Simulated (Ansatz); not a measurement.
For CaTiO3 (Imma, No. 74, 10 atoms in the cell; start mp-556003; a measured phase of this formula has another space group), LDA (plane waves, PAW; Ansatz, a first-principles code) gives:

```
Property               Result
---------------  ------------
cohesive energy  7.55 eV/atom
band gap              2.28 eV
```

Question: What does PBEsol (PAW; Ansatz) give for the same quantities?

Answer: 
- cohesive energy: 6.86 eV/atom (drops by 0.69 eV/atom)
- band gap: 2.25 eV (falls by 0.03 eV)

Changes are worked out from the printed values.

Unless a cell is named, each level is at its own relaxed cell (LDA 10.74, PBEsol 11.07 Å³/atom).

Density-functional gaps are differences of (generalised) Kohn–Sham levels.

Caveats: the relaxation could not lower the start's symmetry, so the cell can be a saddle point above a distorted one (LDA, PBEsol). Ansatz's density-functional and Hartree–Fock values are scalar-relativistic unless marked +SOC, with PAW data made under PBE.

A start named mp-… is a Materials Project structure, which need not be a measured phase.
